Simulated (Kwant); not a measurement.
System: wire with a side stub in a Ge (holes) two-dimensional gas. Effective mass 0.06 mₑ, grid spacing 2.5 nm, hard walls, nominal width 60 nm (23 grid rows, so walls 60 nm apart), one parabolic valley, scattering region 180 nm long along x; energies count from the band bottom; Fermi energy swept from 0.0013927 to 0.016538 eV. Closed stub on one side, 52 nm wide and 100 nm deep.

Constants are typed, rounded textbook-type inputs, not results; the design itself was drawn at random and stands for no fabricated device.

Kwant, effective-mass tight-binding model on a square grid, one spin, coherent transport at 0 K. Conductance is in e²/h.

**Question.** How many channels do the leads carry at E = 12.2, 12.6 meV?

**Answer.** The hard-wall thresholds are n² ħ²π²/(2mW²) = n² × 1.74 meV with W = 60 nm. √(12.2/1.74) = 2.65, so 2. √(12.6/1.74) = 2.69, so 2.
